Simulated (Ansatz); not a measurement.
Start from Ge in the diamond structure (space group Fd-3m, No. 227; a = 5.673 Å).

Computed with Ansatz (a quantum-chemistry and plane-wave program), r2SCAN, PAW, cutoff 500 eV, scalar-relativistic without spin-orbit coupling, earlier PAW set.

For the base:

The valley order comes out as Γ 0.37 eV; L along ⟨111⟩ 0.44 eV; a point along ⟨100⟩, about 0.9 Å⁻¹ from Γ 0.79 eV. The volume per atom is 22.82 Å³.

One thing is altered: hydrostatic tension (pressure −2 GPa).

Problem. How does this affect the valley order, volume per atom and mean gap deformation potential ΔEg/Δln V?

Solution. The valley order (the lowest conduction-band minima on the path, energy above the VBM, named in the base's zone) becomes Γ 0.07 eV; L along ⟨111⟩ 0.34 eV; a point along ⟨100⟩, about 0.9 Å⁻¹ from Γ 0.83 eV (base: Γ 0.37 eV; L along ⟨111⟩ 0.44 eV; a point along ⟨100⟩, about 0.9 Å⁻¹ from Γ 0.79 eV); the volume per atom goes up by 0.706 Å³, from 22.82 Å³ to 23.52 Å³; the mean gap deformation potential ΔEg/Δln V comes out as -9.6 eV.

Load acts through the strain it causes; cell and atoms are relaxed under it. No phonon test of stability was made. The zero or small gap of Ge under pressure −2 GPa can change with the level of theory.
